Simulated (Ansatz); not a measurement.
The starting structures come from a database of crystals and need not be the phases stable at ambient conditions.

Inside the gap of an insulator the Bloch states are evanescent, with a wavenumber k + iκ along the transport direction.

Here is the system:

```xyz
14
Lattice="6.0214 0.0000 0.0000 0.0000 7.8169 0.0000 3.0107 0.0000 5.2147" Properties=species:S:1:pos:R:3 pbc="T T T"
K      3.0107     2.2925     1.7382
K      6.0214     5.5244     3.4764
K      0.0000     0.0000     0.0000
Y      0.0000     3.9085     0.0000
V      3.0107     5.8511     1.7382
V      6.0214     1.9658     3.4764
O      3.0107     7.5332     1.7382
O      6.0214     0.2838     3.4764
O      1.5726     5.2521     0.9079
O      7.4595     2.5648     4.3067
O      4.4488     5.2521     0.9079
O      4.5832     2.5648     4.3067
O      3.0107     5.2521     3.3988
O      6.0214     2.5648     1.8158
```

Space group of this cell: P-3m1. The cell is taken as given; by r2SCAN its mean pressure is -5.0 GPa.

Transport runs along the normal of the first two printed cell vectors, the (100) plane of the conventional cell.

No gap correction and no spin-orbit coupling; mid-gap values are interpolated between computed energies.

Task: Compute, with r2SCAN run with Ansatz (a quantum-chemistry and plane-wave program), the band gap and the smallest decay constant κ at mid-gap.

Result: Gap 3.58 eV on a 6×4×6 mesh; κ = 0.439 1/Å, at the zone centre.
